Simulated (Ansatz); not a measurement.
We consider Sr2TaNO3 (Immm, No. 71, 7 atoms in the cell; start mp-1218704), described by PBEsol (PAW; Ansatz, a first-principles code).

Numerical settings: plane-wave cutoff 520 eV, 12×12×12 k mesh, Fermi–Dirac smearing 0.01 eV, scalar-relativistic PAW data made under PBE.

Cell (relaxed with PBEsol):

```cif
data_NO3Sr2Ta
_chemical_formula_sum 'Sr2 Ta1 N1 O3'
_space_group_name_H-M_alt 'P 1'
_space_group_IT_number 1
_cell_length_a 6.88980
_cell_length_b 6.88980
_cell_length_c 6.88980
_cell_angle_alpha 146.324
_cell_angle_beta 145.813
_cell_angle_gamma 48.746
loop_
_space_group_symop_operation_xyz
  'x, y, z'
loop_
_atom_site_label
_atom_site_type_symbol
_atom_site_fract_x
_atom_site_fract_y
_atom_site_fract_z
_atom_site_occupancy
Sr1 Sr 0.64475 0.64475 0.00000 1
Sr2 Sr 0.35525 0.35525 0.00000 1
Ta1 Ta 0.00000 0.00000 0.00000 1
N1 N 0.50000 0.00000 0.50000 1
O1 O 0.83856 0.83856 0.00000 1
O2 O 0.16144 0.16144 0.00000 1
O3 O 0.00000 0.50000 0.50000 1
```

Task: Estimate the band gap that the calculation returns.

Result: 
band gap: 0.59 eV

Spin–orbit coupling is not included.

Static lattice: no zero-point or thermal effects.

The result took around 90 core-seconds (rough).

A start named mp-… is a Materials Project structure, which need not be a measured phase.
